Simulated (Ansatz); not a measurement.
## YB12, pressure series

The reference is YB$_{12}$ (space group Fm-3m, No. 225; a = 7.457 Å).

Cell and atoms are relaxed at each pressure.

The values are results of PBEsol in Ansatz (plane waves to 420 eV, PAW, spin-orbit coupling left out), not measurements.

```json
[
 {"P (GPa)": "-1.98", "V (Å³/atom)": "8.048"},
 {"P (GPa)": "-1.00", "V (Å³/atom)": "8.012"},
 {"P (GPa)": "0.30", "V (Å³/atom)": "7.965"},
 {"P (GPa)": "0.69", "V (Å³/atom)": "7.951"},
 {"P (GPa)": "1.49", "V (Å³/atom)": "7.923"},
 {"P (GPa)": "3.00", "V (Å³/atom)": "7.872"},
 {"P (GPa)": "5.00", "V (Å³/atom)": "7.806"},
 {"P (GPa)": "7.50", "V (Å³/atom)": "7.727"},
 {"P (GPa)": "10.00", "V (Å³/atom)": "7.651"}
]
```

Fit a third-order Birch–Murnaghan equation of state.

Least squares on P(V) = (3B₀/2)[(V₀/V)^(7/3) − (V₀/V)^(5/3)]·[1 + (3/4)(B₀′ − 4)((V₀/V)^(2/3) − 1)] gives V₀ = 7.98 Å³/atom, B₀ = 224 GPa and B₀′ = 3.6.

Load acts through the strain it causes; cell and atoms are relaxed under it. Stability against distortions was not tested. Competing high-pressure phases were not computed. All final runs are without spin polarisation. An odd electron count without spin: YB12.

Ansatz is a first-principles code.
